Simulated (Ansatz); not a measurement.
Fluorite PbF2 (high-temperature phase)

Calculation: PBE0 (Ansatz, a quantum-chemistry and plane-wave program, PAW).

Settings: plane-wave cutoff 460 eV, 8×8×8 k mesh, Fermi–Dirac smearing 0.01 eV, scalar-relativistic PAW data made under PBE.

Cell (relaxed at this level):

```yaml
crystal:
  lattice:
    - [0.00000, 2.97453, 2.97453]
    - [2.97453, 0.00000, 2.97453]
    - [2.97453, 2.97453, 0.00000]
  atoms:
    - { symbol: Pb, position: [0.00000, 0.00000, 0.00000] }
    - { symbol: F, position: [0.25000, 0.25000, 0.25000] }
    - { symbol: F, position: [0.75000, 0.75000, 0.75000] }
```

| Item | Value |
|---|---|
| bulk modulus B0 | 72.1 GPa |
| band gap | 6.46 eV (on the SCF k mesh) |
| smallest direct gap on the k points sampled | 6.60 eV |
| Γ–Γ gap | 11.50 eV |
| pressure derivative B′ of the bulk modulus | 4.8 |

Measured, for comparison: bulk modulus 64 GPa (temperature not stated, not corrected to a static lattice; as tabulated in Cadelano and Cappellini (2011), arXiv:1107.5962). Computed (rounded) less measured: bulk modulus +13 %.

Spin–orbit coupling is not included; with these elements it can move the gap by several tenths of an eV or more.
